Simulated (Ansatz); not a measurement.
The reference is Mn in the diamond structure (space group Fd-3m, No. 227; a = 4.9515 Å; non-magnetic; a hypothetical phase, not in the database extracts checked).

(Cell as relaxed with PBE.)

Levels (all Ansatz, an electronic-structure program, PAW): PBE (420 eV, no SOC); PBEsol (420 eV, no spin-orbit coupling).

Each level relaxes its own structure.

```
base                      PBE    PBEsol
-------------------  --------  --------
volume per atom      15.17 Å³  14.55 Å³
lattice parameter a   4.952 Å   4.883 Å
band gap                 zero      zero
```

It is then changed as follows: a negative pressure, −2 GPa.

```
quantity              PBE  PBEsol
---------------  --------  ------
volume per atom  15.39 Å³     [?]
band gap             zero     [?]
```

Predict the PBEsol column.


- volume per atom, PBEsol: 14.74 Å³
- band gap, PBEsol: zero

PBE's volume per atom lies 0.65 Å³ above PBEsol's (4.4 %); the two agree on the band gap. Neither level is exact; PBEsol is the comparison here, not a measurement.

Load acts through the strain it causes; cell and atoms are relaxed under it. No phonon test of stability was made. Starting moments died away, wholly or in part, for the base; another magnetic solution may exist. The final runs are not spin-polarised.
